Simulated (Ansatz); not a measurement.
# Ge well of 13 atomic layers along [001] in random Si0.3Ge0.7, interfaces graded over 4 layers

Prepared with LAMMPS with Tersoff's 1989 multicomponent potential (SiCGe.tersoff): minimisation. Geometry as solved with PBE, support functions at accuracy medium on the grid of 370 eV (Ansatz, an electronic-structure program).

```xyz
720
Lattice="17.02 0.00 0.00 0.00 17.02 0.00 0.00 0.00 57.14" Properties=species:S:1:pos:R:3 pbc="T T T"
Si    -0.03     0.02    -0.02
Ge     1.39     1.44     1.38
Si     2.85     2.86     0.04
Si     4.25     4.26     1.38
Ge     2.82    -0.03     2.80
Ge     4.22     1.45     4.23
Si     0.03     2.85     2.83
Si     1.43     4.21     4.21
Ge    -0.03    -0.03     5.65
Ge     1.43     1.43     7.03
Si     2.80     2.86     5.61
Ge     4.24     4.22     7.05
Ge     2.86     0.02     8.50
Si     4.28     1.42     9.92
Ge    -0.02     2.80     8.50
Ge     1.45     4.24     9.89
Ge    -0.04    -0.03    11.32
Ge     1.43     1.44    12.69
Si     2.87     2.80    11.27
Ge     4.23     4.17    12.74
Ge     2.87    -0.01    14.11
Si     4.25     1.42    15.55
Ge    -0.02     2.87    14.13
Ge     1.38     4.29    15.61
Ge     0.00     0.00    17.00
Ge     1.43     1.41    18.45
Ge     2.85     2.81    16.98
Ge     4.25     4.24    18.45
Ge     2.83    -0.01    19.91
Ge     4.26     1.41    21.37
Ge     0.00     2.84    19.89
Ge     1.41     4.25    21.36
Ge     0.00     0.00    22.82
Ge     1.42     1.42    24.28
Ge     2.83     2.83    22.82
Ge     4.25     4.26    24.27
Ge     2.84     0.00    25.73
Ge     4.26     1.42    27.18
Ge     0.00     2.84    25.73
Ge     1.42     4.26    27.18
Ge     0.00     0.00    28.64
Ge     1.41     1.42    30.10
Ge     2.83     2.84    28.64
Ge     4.26     4.26    30.09
Ge     2.83    -0.01    31.55
Ge     4.24     1.42    33.00
Ge    -0.01     2.84    31.56
Ge     1.42     4.25    33.01
Ge     0.02     0.02    34.50
Si     1.42     1.42    35.90
Ge     2.81     2.81    34.47
Ge     4.23     4.27    35.89
Ge     2.80     0.00    37.31
Ge     4.21     1.44    38.78
Ge     0.03     2.80    37.35
Si     1.40     4.26    38.75
Si    -0.04     0.03    40.15
Ge     1.39     1.45    41.53
Si     2.78     2.88    40.13
Ge     4.22     4.23    41.55
Ge     2.82     0.00    42.97
Ge     4.25     1.43    44.41
Si     0.02     2.85    43.00
Si     1.38     4.22    44.41
Ge    -0.01     0.00    45.85
Si     1.39     1.43    47.24
Ge     2.81     2.86    45.84
Si     4.28     4.23    47.24
Ge     2.81     0.04    48.62
Ge     4.24     1.49    50.04
Ge     0.00     2.84    48.67
Si     1.42     4.23    50.09
Ge    -0.02     0.01    51.45
Ge     1.41     1.46    52.86
Si     2.80     2.87    51.45
Ge     4.21     4.25    52.85
Ge     2.81     0.00    54.31
Ge     4.23     1.44    55.76
Ge    -0.06     2.85    54.34
Ge     1.43     4.25    55.77
Ge    -0.05     5.70    -0.02
Ge     1.38     7.12     1.44
Ge     2.79     8.55    -0.02
Ge     4.27     9.96     1.38
Ge     2.85     5.64     2.83
Si     4.26     7.07     4.22
Si     0.01     8.54     2.85
Si     1.40     9.89     4.22
Ge     0.02     5.62     5.60
Ge     1.44     7.04     7.06
Ge     2.83     8.50     5.60
Ge     4.22     9.96     7.07
Si     2.84     5.64     8.46
Ge     4.23     7.05     9.86
Ge     0.00     8.49     8.48
Ge     1.43     9.99     9.85
Ge    -0.05     5.66    11.30
Ge     1.39     7.10    12.71
Ge     2.83     8.53    11.28
Ge     4.26     9.96    12.71
Ge     2.82     5.67    14.15
Ge     4.25     7.10    15.58
Ge    -0.03     8.53    14.17
Ge     1.41     9.95    15.59
Si    -0.03     5.68    17.02
Ge     1.38     7.06    18.44
Ge     2.81     8.51    17.02
Ge     4.25     9.94    18.44
Ge     2.82     5.66    19.90
Ge     4.24     7.09    21.35
Ge    -0.02     8.52    19.88
Ge     1.41     9.93    21.35
Ge     0.00     5.68    22.82
Ge     1.42     7.09    24.27
Ge     2.83     8.51    22.81
Ge     4.25     9.93    24.26
Ge     2.84     5.67    25.73
Ge     4.25     7.09    27.18
Ge     0.00     8.51    25.74
Ge     1.42     9.93    27.20
Ge     0.00     5.68    28.64
Ge     1.41     7.10    30.10
Ge     2.84     8.51    28.65
Ge     4.25     9.93    30.11
Ge     2.83     5.67    31.54
Ge     4.24     7.09    33.00
Ge    -0.01     8.52    31.56
Ge     1.40     9.92    33.04
Ge     0.03     5.70    34.46
Si     1.40     7.10    35.89
Ge     2.82     8.48    34.48
Ge     4.28     9.91    35.91
Ge     2.77     5.69    37.31
Ge     4.25     7.14    38.71
Ge    -0.01     8.51    37.28
Ge     1.41     9.91    38.77
Si     0.03     5.65    40.12
Ge     1.43     7.08    41.51
Si     2.84     8.51    40.14
Ge     4.25     9.89    41.58
Ge     2.80     5.65    43.03
Ge     4.29     7.07    44.43
Ge    -0.02     8.54    42.92
Ge     1.42     9.95    44.38
Ge    -0.02     5.61    45.83
Ge     1.42     7.06    47.25
Ge     2.85     8.53    45.85
Si     4.26     9.94    47.26
Ge     2.85     5.60    48.67
Ge     4.26     7.13    50.03
Ge    -0.01     8.49    48.72
Si     1.41     9.93    50.09
Ge    -0.03     5.63    51.48
Ge     1.36     7.12    52.92
Ge     2.80     8.53    51.48
Ge     4.23     9.95    52.93
Ge     2.82     5.68    54.31
Ge     4.27     7.08    55.76
Si    -0.03     8.53    54.34
Si     1.36     9.92    55.70
Ge    -0.01    11.36    -0.04
Ge     1.43    12.81     1.39
Si     2.88    14.19    -0.01
Si     4.22    15.59     1.38
Ge     2.80    11.33     2.85
Ge     4.22    12.78     4.28
Si    -0.01    14.19     2.79
Ge     1.40    15.53     4.24
Ge     0.06    11.35     5.64
Si     1.45    12.76     7.06
Si     2.80    14.15     5.69
Ge     4.24    15.54     7.08
Si     2.84    11.42     8.47
Si     4.22    12.81     9.87
Ge     0.00    14.14     8.45
Ge     1.43    15.58     9.91
Ge    -0.02    11.40    11.29
Ge     1.42    12.85    12.72
Si     2.88    14.20    11.30
Si     4.25    15.60    12.66
Ge     2.84    11.40    14.16
Si     4.25    12.79    15.55
Si    -0.05    14.19    14.14
Ge     1.39    15.58    15.53
Ge    -0.06    11.38    16.97
Ge     1.40    12.76    18.43
Ge     2.84    14.16    16.98
Ge     4.24    15.60    18.44
Ge     2.83    11.35    19.89
Ge     4.25    12.77    21.35
Ge     0.00    14.19    19.90
Ge     1.41    15.60    21.37
Ge     0.00    11.34    22.81
Ge     1.42    12.76    24.27
Ge     2.84    14.18    22.82
Ge     4.25    15.60    24.28
Ge     2.83    11.34    25.73
Ge     4.26    12.76    27.18
Ge     0.00    14.18    25.73
Ge     1.42    15.60    27.19
Ge     0.00    11.35    28.66
Ge     1.43    12.76    30.11
Ge     2.84    14.18    28.64
Ge     4.25    15.60    30.09
Ge     2.83    11.34    31.58
Ge     4.27    12.75    33.02
Ge    -0.01    14.18    31.56
Ge     1.41    15.60    33.01
Ge    -0.05    11.33    34.49
Ge     1.37    12.78    35.92
Ge     2.82    14.17    34.45
Ge     4.25    15.59    35.89
Ge     2.83    11.34    37.33
Ge     4.25    12.76    38.75
Si    -0.04    14.15    37.35
Ge     1.33    15.60    38.75
Ge    -0.05    11.37    40.17
Si     1.39    12.76    41.57
Ge     2.79    14.18    40.18
Ge     4.28    15.56    41.61
Ge     2.84    11.40    42.96
Si     4.29    12.78    44.36
Ge    -0.04    14.14    42.98
Ge     1.40    15.59    44.40
Ge    -0.05    11.37    45.78
Ge     1.43    12.76    47.21
Ge     2.88    14.17    45.77
Ge     4.26    15.61    47.23
Ge     2.84    11.32    48.68
Si     4.19    12.77    50.11
Ge    -0.02    14.20    48.62
Ge     1.44    15.58    50.07
Ge     0.03    11.32    51.53
Si     1.40    12.80    52.92
Si     2.80    14.13    51.50
Ge     4.23    15.54    52.90
Ge     2.79    11.40    54.36
Si     4.26    12.77    55.76
Si     0.00    14.15    54.31
Ge     1.38    15.57    55.75
Ge     5.67     0.01     0.05
Si     7.09     1.43     1.43
Ge     8.51     2.85     0.06
Si     9.93     4.26     1.46
Ge     8.52     0.05     2.83
Si     9.96     1.42     4.24
Ge     5.68     2.88     2.79
Si     7.12     4.28     4.18
Ge     5.65    -0.01     5.66
Ge     7.08     1.42     7.10
Ge     8.50     2.84     5.59
Ge     9.92     4.27     7.04
Si     8.48    -0.01     8.48
Ge     9.90     1.37     9.88
Si     5.62     2.79     8.49
Ge     7.04     4.23     9.85
Si     5.63    -0.02    11.29
Ge     7.02     1.38    12.73
Ge     8.47     2.81    11.30
Ge     9.93     4.22    12.72
Ge     8.51    -0.04    14.13
Ge     9.94     1.40    15.56
Si     5.63     2.78    14.17
Ge     7.05     4.21    15.56
Ge     5.64     0.03    16.99
Ge     7.09     1.42    18.46
Ge     8.51     2.83    17.01
Ge     9.94     4.26    18.45
Ge     8.51    -0.01    19.91
Ge     9.93     1.42    21.35
Ge     5.67     2.84    19.91
Ge     7.10     4.26    21.36
Ge     5.67     0.00    22.82
Ge     7.10     1.42    24.27
Ge     8.52     2.84    22.81
Ge     9.93     4.25    24.27
Ge     8.51     0.00    25.73
Ge     9.93     1.42    27.19
Ge     5.67     2.84    25.73
Ge     7.09     4.26    27.19
Ge     5.67     0.00    28.64
Ge     7.09     1.41    30.11
Ge     8.51     2.84    28.65
Ge     9.93     4.27    30.11
Ge     8.52    -0.01    31.56
Ge     9.93     1.42    33.00
Ge     5.67     2.84    31.55
Ge     7.09     4.26    33.00
Ge     5.67    -0.01    34.44
Ge     7.09     1.42    35.88
Ge     8.52     2.84    34.45
Ge     9.96     4.24    35.91
Ge     8.54     0.01    37.32
Ge     9.97     1.42    38.78
Ge     5.66     2.84    37.33
Ge     7.12     4.23    38.77
Ge     5.70     0.02    40.20
Si     7.17     1.41    41.58
Si     8.51     2.79    40.18
Ge     9.90     4.21    41.58
Si     8.55     0.03    42.97
Si     9.92     1.34    44.43
Ge     5.70     2.81    42.95
Ge     7.07     4.27    44.43
Ge     5.72     0.02    45.83
Si     7.09     1.43    47.26
Ge     8.50     2.78    45.82
Ge     9.93     4.24    47.23
Ge     8.55     0.03    48.63
Si     9.95     1.42    50.07
Si     5.68     2.83    48.59
Ge     7.07     4.23    50.02
Ge     5.65     0.01    51.48
Ge     7.10     1.42    52.90
Ge     8.54     2.83    51.44
Ge     9.98     4.29    52.86
Ge     8.51    -0.01    54.34
Ge     9.95     1.44    55.75
Ge     5.66     2.86    54.31
Ge     7.07     4.29    55.77
Si     5.64     5.66     0.04
Ge     7.12     7.04     1.40
Si     8.49     8.49    -0.04
Ge     9.90     9.89     1.36
Si     8.53     5.63     2.82
Ge     9.93     7.08     4.21
Ge     5.68     8.49     2.84
Si     7.08     9.91     4.25
Ge     5.70     5.68     5.61
Si     7.09     7.10     7.03
Ge     8.50     8.54     5.66
Si     9.96     9.95     7.01
Ge     8.47     5.70     8.44
Ge     9.93     7.11     9.87
Ge     5.67     8.48     8.44
Ge     7.10     9.93     9.86
Ge     5.65     5.64    11.32
Ge     7.10     7.09    12.73
Ge     8.53     8.54    11.32
Ge     9.97    10.00    12.73
Ge     8.51     5.65    14.16
Ge     9.95     7.11    15.58
Ge     5.69     8.53    14.15
Ge     7.13     9.98    15.55
Ge     5.67     5.66    17.01
Ge     7.09     7.09    18.45
Ge     8.51     8.53    17.02
Ge     9.95     9.93    18.46
Ge     8.52     5.68    19.90
Ge     9.94     7.09    21.36
Ge     5.67     8.52    19.90
Ge     7.10     9.93    21.36
Ge     5.67     5.68    22.81
Ge     7.09     7.09    24.27
Ge     8.51     8.51    22.82
Ge     9.93     9.93    24.28
Ge     8.51     5.67    25.73
Ge     9.93     7.09    27.19
Ge     5.67     8.51    25.72
Ge     7.09     9.93    27.19
Ge     5.67     5.68    28.64
Ge     7.09     7.10    30.10
Ge     8.51     8.51    28.64
Ge     9.93     9.93    30.10
Ge     8.51     5.69    31.56
Ge     9.90     7.13    33.04
Ge     5.68     8.52    31.57
Ge     7.13     9.91    33.04
Ge     5.67     5.69    34.45
Ge     7.09     7.13    35.88
Si     8.51     8.52    34.47
Ge     9.90     9.94    35.88
Ge     8.52     5.68    37.32
Ge     9.92     7.13    38.77
Si     5.69     8.53    37.31
Ge     7.13     9.93    38.70
Ge     5.66     5.69    40.15
Ge     7.09     7.15    41.56
Si     8.51     8.53    40.14
Ge     9.96     9.92    41.52
Ge     8.50     5.69    42.99
Ge     9.97     7.13    44.37
Si     5.66     8.49    42.99
Ge     7.06     9.92    44.36
Si     5.65     5.64    45.87
Ge     7.06     7.09    47.24
Ge     8.50     8.52    45.79
Ge     9.97     9.94    47.20
Ge     8.54     5.70    48.68
Si     9.97     7.07    50.10
Si     5.64     8.54    48.60
Ge     7.07     9.91    50.03
Ge     5.68     5.68    51.46
Ge     7.11     7.10    52.91
Ge     8.55     8.51    51.47
Si     9.92     9.91    52.90
Ge     8.55     5.69    54.35
Si     9.92     7.12    55.75
Ge     5.70     8.55    54.35
Si     7.10     9.93    55.78
Si     5.67    11.35    -0.05
Ge     7.06    12.73     1.38
Ge     8.53    14.15    -0.04
Ge     9.93    15.60     1.41
Ge     8.48    11.30     2.84
Ge     9.96    12.72     4.26
Ge     5.62    14.20     2.78
Ge     7.08    15.61     4.21
Ge     5.70    11.34     5.65
Ge     7.09    12.79     7.12
Ge     8.51    14.19     5.65
Ge     9.93    15.66     7.06
Ge     8.60    11.36     8.48
Si     9.95    12.78     9.95
Si     5.64    14.16     8.52
Ge     7.08    15.59     9.89
Ge     5.65    11.39    11.25
Ge     7.13    12.78    12.70
Si     8.53    14.17    11.28
Ge     9.95    15.53    12.71
Si     8.53    11.37    14.13
Ge     9.95    12.75    15.52
Ge     5.63    14.19    14.11
Ge     7.07    15.60    15.58
Ge     5.65    11.39    16.97
Ge     7.09    12.77    18.45
Ge     8.52    14.17    17.00
Ge     9.93    15.60    18.46
Ge     8.51    11.35    19.90
Ge     9.93    12.77    21.36
Ge     5.67    14.19    19.90
Ge     7.09    15.60    21.37
Ge     5.67    11.35    22.81
Ge     7.09    12.76    24.27
Ge     8.51    14.18    22.82
Ge     9.93    15.60    24.27
Ge     8.51    11.35    25.73
Ge     9.93    12.76    27.19
Ge     5.67    14.18    25.73
Ge     7.09    15.60    27.19
Ge     5.67    11.34    28.65
Ge     7.09    12.75    30.11
Ge     8.51    14.18    28.65
Ge     9.94    15.60    30.09
Ge     8.52    11.33    31.56
Ge     9.93    12.77    33.01
Ge     5.67    14.18    31.55
Ge     7.09    15.58    33.01
Ge     5.72    11.35    34.49
Si     7.12    12.74    35.92
Ge     8.49    14.14    34.48
Ge     9.94    15.58    35.88
Si     8.50    11.36    37.28
Ge     9.94    12.70    38.74
Ge     5.70    14.16    37.30
Ge     7.11    15.60    38.74
Ge     5.71    11.35    40.18
Si     7.07    12.79    41.60
Ge     8.51    14.15    40.20
Ge     9.97    15.62    41.60
Ge     8.51    11.38    42.95
Ge     9.98    12.78    44.40
Si     5.70    14.14    43.00
Ge     7.12    15.62    44.34
Ge     5.62    11.35    45.80
Ge     7.07    12.79    47.22
Ge     8.55    14.24    45.83
Si     9.98    15.64    47.23
Ge     8.51    11.36    48.62
Ge     9.95    12.80    50.04
Ge     5.62    14.16    48.70
Ge     7.10    15.62    50.07
Ge     5.64    11.37    51.47
Ge     7.07    12.76    52.94
Ge     8.52    14.19    51.51
Ge     9.98    15.59    52.94
Ge     8.53    11.31    54.35
Si     9.95    12.77    55.69
Si     5.62    14.14    54.34
Ge     7.04    15.57    55.71
Ge    11.41     0.02     0.04
Si    12.81     1.44     1.42
Si    14.21     2.79     0.02
Ge    15.60     4.21     1.42
Si    14.17     0.05     2.79
Ge    15.59     1.45     4.20
Ge    11.37     2.84     2.84
Si    12.79     4.24     4.26
Si    11.32     0.04     5.62
Ge    12.78     1.42     7.00
Si    14.16     2.85     5.60
Ge    15.57     4.23     7.03
Ge    14.23     0.00     8.46
Si    15.61     1.40     9.91
Ge    11.34     2.82     8.46
Ge    12.78     4.25     9.88
Ge    11.37     0.00    11.33
Si    12.79     1.40    12.71
Ge    14.21     2.81    11.33
Si    15.58     4.27    12.74
Ge    14.17    -0.02    14.11
Ge    15.57     1.43    15.57
Ge    11.40     2.80    14.13
Ge    12.83     4.24    15.57
Ge    11.36    -0.02    17.00
Ge    12.80     1.44    18.42
Si    14.20     2.84    17.00
Ge    15.60     4.25    18.41
Ge    14.19     0.00    19.89
Ge    15.61     1.42    21.35
Ge    11.36     2.83    19.89
Ge    12.77     4.26    21.34
Ge    11.35     0.00    22.81
Ge    12.77     1.42    24.27
Ge    14.18     2.84    22.80
Ge    15.60     4.26    24.27
Ge    14.18     0.00    25.73
Ge    15.60     1.42    27.18
Ge    11.35     2.84    25.73
Ge    12.76     4.25    27.19
Ge    11.35     0.00    28.64
Ge    12.77     1.42    30.11
Ge    14.18     2.84    28.65
Ge    15.60     4.26    30.10
Ge    14.19     0.00    31.56
Ge    15.60     1.42    33.03
Ge    11.35     2.84    31.55
Ge    12.77     4.27    33.01
Ge    11.35     0.00    34.45
Ge    12.75     1.44    35.93
Ge    14.18     2.85    34.47
Ge    15.63     4.26    35.91
Ge    14.18    -0.01    37.37
Si    15.63     1.38    38.75
Si    11.34     2.83    37.34
Ge    12.76     4.22    38.73
Si    11.38    -0.04    40.14
Ge    12.78     1.35    41.57
Ge    14.23     2.79    40.14
Ge    15.67     4.25    41.56
Si    14.19    -0.01    42.99
Ge    15.60     1.43    44.37
Ge    11.32     2.75    43.02
Ge    12.77     4.23    44.38
Si    11.34     0.00    45.83
Si    12.74     1.39    47.19
Ge    14.18     2.83    45.87
Si    15.58     4.26    47.28
Ge    14.19     0.01    48.59
Si    15.59     1.42    50.04
Ge    11.38     2.80    48.65
Ge    12.80     4.29    50.07
Ge    11.37     0.04    51.49
Si    12.80     1.41    52.89
Ge    14.22     2.82    51.51
Si    15.58     4.27    52.93
Ge    14.19     0.02    54.33
Si    15.58     1.41    55.77
Ge    11.41     2.84    54.28
Ge    12.84     4.27    55.75
Ge    11.32     5.69     0.03
Si    12.77     7.07     1.42
Ge    14.19     8.44     0.00
Ge    15.59     9.92     1.45
Ge    14.15     5.65     2.82
Ge    15.61     7.12     4.21
Ge    11.39     8.52     2.80
Si    12.76     9.97     4.22
Ge    11.40     5.68     5.65
Si    12.77     7.13     7.04
Ge    14.15     8.54     5.64
Ge    15.58     9.97     7.09
Ge    14.19     5.74     8.45
Si    15.61     7.10     9.89
Ge    11.35     8.55     8.42
Ge    12.76    10.00     9.89
Ge    11.35     5.67    11.31
Ge    12.81     7.07    12.76
Ge    14.20     8.51    11.29
Ge    15.57     9.99    12.75
Si    14.22     5.65    14.14
Ge    15.57     7.07    15.60
Ge    11.41     8.56    14.18
Si    12.84     9.95    15.59
Ge    11.38     5.68    17.00
Ge    12.79     7.14    18.43
Si    14.17     8.53    16.98
Ge    15.57     9.91    18.41
Ge    14.19     5.68    19.88
Ge    15.60     7.09    21.35
Ge    11.36     8.51    19.91
Ge    12.77     9.93    21.37
Ge    11.35     5.67    22.81
Ge    12.76     7.09    24.27
Ge    14.18     8.51    22.82
Ge    15.60     9.93    24.27
Ge    14.18     5.68    25.73
Ge    15.60     7.10    27.20
Ge    11.35     8.51    25.73
Ge    12.77     9.93    27.18
Ge    11.35     5.68    28.64
Ge    12.76     7.10    30.11
Ge    14.18     8.52    28.66
Ge    15.58     9.96    30.13
Ge    14.19     5.69    31.56
Ge    15.61     7.11    33.02
Ge    11.35     8.52    31.57
Ge    12.80     9.96    32.98
Ge    11.35     5.69    34.46
Ge    12.77     7.13    35.90
Ge    14.21     8.57    34.47
Si    15.58     9.95    35.93
Ge    14.18     5.69    37.33
Ge    15.60     7.11    38.80
Ge    11.38     8.58    37.36
Si    12.83     9.97    38.76
Ge    11.35     5.67    40.17
Ge    12.77     7.16    41.56
Si    14.19     8.59    40.17
Si    15.54     9.98    41.58
Ge    14.19     5.67    42.95
Ge    15.61     7.09    44.39
Si    11.35     8.55    42.97
Ge    12.75     9.97    44.37
Ge    11.37     5.67    45.81
Ge    12.81     7.05    47.27
Ge    14.17     8.51    45.81
Ge    15.59     9.93    47.25
Si    14.25     5.66    48.67
Si    15.59     7.05    50.07
Ge    11.35     8.47    48.68
Ge    12.77     9.90    50.11
Si    11.39     5.72    51.47
Si    12.78     7.03    52.90
Ge    14.23     8.45    51.54
Si    15.64     9.90    52.93
Si    14.21     5.69    54.29
Si    15.59     7.10    55.66
Ge    11.34     8.47    54.28
Ge    12.78     9.90    55.71
Ge    11.34    11.37    -0.04
Ge    12.84    12.75     1.39
Si    14.25    14.16    -0.03
Ge    15.60    15.63     1.40
Si    14.17    11.32     2.85
Ge    15.61    12.76     4.19
Ge    11.38    14.18     2.82
Ge    12.77    15.68     4.23
Si    11.37    11.29     5.64
Ge    12.76    12.72     7.06
Ge    14.20    14.22     5.66
Si    15.62    15.59     7.07
Si    14.20    11.39     8.51
Si    15.58    12.76     9.87
Ge    11.33    14.17     8.50
Ge    12.80    15.58     9.91
Si    11.37    11.42    11.33
Si    12.76    12.74    12.76
Ge    14.21    14.14    11.36
Si    15.61    15.57    12.76
Si    14.15    11.38    14.18
Si    15.59    12.77    15.50
Si    11.37    14.13    14.11
Ge    12.74    15.55    15.53
Ge    11.39    11.32    16.98
Ge    12.78    12.76    18.43
Ge    14.21    14.15    16.96
Ge    15.60    15.59    18.43
Ge    14.18    11.33    19.90
Ge    15.60    12.76    21.35
Ge    11.36    14.18    19.90
Ge    12.77    15.61    21.35
Ge    11.35    11.35    22.82
Ge    12.77    12.77    24.27
Ge    14.19    14.18    22.80
Ge    15.60    15.60    24.27
Ge    14.19    11.35    25.73
Ge    15.61    12.77    27.19
Ge    11.35    14.18    25.73
Ge    12.77    15.60    27.19
Ge    11.36    11.35    28.65
Ge    12.79    12.74    30.12
Ge    14.18    14.18    28.65
Ge    15.60    15.60    30.10
Si    14.18    11.35    31.54
Ge    15.57    12.73    32.98
Ge    11.36    14.18    31.55
Ge    12.77    15.60    33.01
Ge    11.36    11.35    34.45
Ge    12.81    12.73    35.93
Ge    14.19    14.16    34.45
Ge    15.62    15.57    35.92
Si    14.22    11.32    37.35
Si    15.59    12.76    38.70
Ge    11.38    14.19    37.35
Si    12.74    15.62    38.75
Si    11.40    11.32    40.13
Ge    12.75    12.75    41.58
Ge    14.17    14.18    40.10
Ge    15.59    15.63    41.56
Si    14.19    11.37    42.98
Si    15.53    12.77    44.39
Si    11.38    14.19    43.00
Ge    12.78    15.61    44.42
Si    11.37    11.37    45.80
Ge    12.75    12.81    47.20
Si    14.21    14.19    45.80
Si    15.58    15.58    47.20
Ge    14.15    11.35    48.66
Ge    15.61    12.75    50.09
Si    11.32    14.23    48.61
Ge    12.75    15.60    50.02
Ge    11.32    11.33    51.52
Ge    12.75    12.77    52.94
Ge    14.17    14.19    51.49
Ge    15.63    15.59    52.93
Ge    14.25    11.34    54.31
Si    15.63    12.79    55.70
Si    11.35    14.16    54.36
Ge    12.79    15.54    55.75
```
